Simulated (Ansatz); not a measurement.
# HfO2: response to strain

Start from HfO2 (space group P2_1/c, No. 14).

```
CELL_PARAMETERS angstrom
      5.11406     0.00000     0.00000
      0.00000     5.18158     0.00000
     -0.87114     0.00000     5.22313
ATOMIC_POSITIONS crystal
  Hf 0.27621 0.04185 0.20822
  Hf 0.72379 0.54185 0.29178
  Hf 0.72379 0.95815 0.79178
  Hf 0.27621 0.45815 0.70822
  O  0.07006 0.33377 0.34402
  O  0.92994 0.83377 0.15598
  O  0.92994 0.66623 0.65598
  O  0.07006 0.16623 0.84402
  O  0.44796 0.75767 0.47851
  O  0.55204 0.25767 0.02149
  O  0.55204 0.24233 0.52149
  O  0.44796 0.74233 0.97851
```

Cartesian axes are those of the cell as printed.

Strains are applied to the cell and any free atomic positions relax; under biaxial strain the out-of-plane vector relaxes too; under stress the whole cell relaxes.

Computed with Ansatz (a program for electronic structure) r2SCAN, scalar-relativistic without spin-orbit coupling.

Notes on the quantities. pressure: mean of the normal stresses, compression positive.

| case | band gap | smallest direct gap | shortest interatomic distance | pressure |
|---|---|---|---|---|
| base | 4.59 eV | 4.68 eV | 2.041 Å | 0.00 GPa |
| biaxial strain −0.62 %, plane normal [001], relaxed out of plane | 4.62 eV | 4.71 eV | 2.030 Å | 1.81 GPa |
| isotropic strain +2.18 % | 4.62 eV | 4.70 eV | 2.065 Å | -12.31 GPa |
| uniaxial strain ε_xx = −1.30 % | 4.61 eV | 4.71 eV | 2.036 Å | 2.69 GPa |
| uniaxial strain ε_yy = −2.71 % | 4.67 eV | 4.73 eV | 2.012 Å | 7.89 GPa |
| tensor shear ε_xz = −3.28 % | 4.44 eV | 4.55 eV | 2.047 Å | 1.28 GPa |
| uniaxial stress, 2 GPa tension along x | 4.57 eV | 4.66 eV | 2.043 Å | – |

Spin-orbit coupling, missing from the scalar runs, can matter with Hf. Beyond what the load breaks, stability against distortions was not tested.
